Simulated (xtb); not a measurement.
xtb 6.7.1, GFN2-xTB: CC(C)(C)C(=O)[C]=C(O)C(C)(C)C, charge 0, multiplicity 2, 32 atoms. The geometry is a generated start, not checked to be a minimum at this level.

| Quantity | Result |
|---|---|
| run flags | --grad |
| method | GFN2-xTB |
| --acc | 1 (default) |
| --etemp (K) | 300 (default) |
| basis functions | 71 |
| valence electrons | 75 |

Charge 0 and multiplicity 2 are set for this test and not shown to be the ground state. GFN-xTB has no spin term: --uhf 1 sets the occupations alone.

One run each on 1 thread. Values of broydamp tried: 0.02, 0.05, 0.1, 0.2, 0.4 (default), 0.6, 0.8, 1.

Q: How does the count of SCC iterations change with broydamp, and where is it least?

A: Fewest SCC iterations, within one of each other: 0.2 with 13, 0.4 (default) with 12, 0.6 with 12, 0.8 with 13. The count rises to 20 at 0.02. All converge to one solution.

```csv
broydamp,SCC iterations,end
0.02,20,same solution
0.05,18,same solution
0.1,16,same solution
0.2,13,same solution
0.4 (default),12,same solution
0.6,12,same solution
0.8,13,same solution
1,15,same solution
```
